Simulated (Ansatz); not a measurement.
# HgSe, response to strain

Consider HgSe in the zinc blende structure (space group F-43m, No. 216).

```
CELL_PARAMETERS angstrom
      0.00000     3.03148     3.03148
      3.03148     0.00000     3.03148
      3.03148     3.03148     0.00000
ATOMIC_POSITIONS crystal
  Hg 0.00000 0.00000 0.00000
  Se 0.25000 0.25000 0.25000
```

Cartesian axes are those of the cell as printed.

Strains are applied to the cell and any free atomic positions relax.

The values are results of LDA/PAW in Ansatz (a program for electronic structure), scalar-relativistic without spin-orbit coupling, not measurements.

Notes on the quantities. energy relative to the base: free energy F.

| change | energy relative to the base | shortest interatomic distance |
|---|---|---|
| base | 0 meV/atom | 4.961 bohr |
| tensor shear ε_xy = +2.00 % | +3.2 meV/atom | 4.963 bohr |
| tensor shear ε_xy = +1.71 % | +2.4 meV/atom | 4.963 bohr |
| tensor shear ε_xy = +0.57 % | +0.3 meV/atom | 4.961 bohr |
| tensor shear ε_xy = +0.29 % | +0.1 meV/atom | 4.961 bohr |
| tensor shear ε_xy = +0.86 % | +0.6 meV/atom | 4.962 bohr |
| tensor shear ε_xy = +1.14 % | … | 4.962 bohr |
| tensor shear ε_xy = +1.43 % | +1.7 meV/atom | 4.962 bohr |

Task: Some entries are withheld; estimate them.

Result: 
- tensor shear ε_xy = +1.14 %, energy relative to the base: +1.1 meV/atom

Stability against distortions was not tested. All final runs are without spin polarisation.
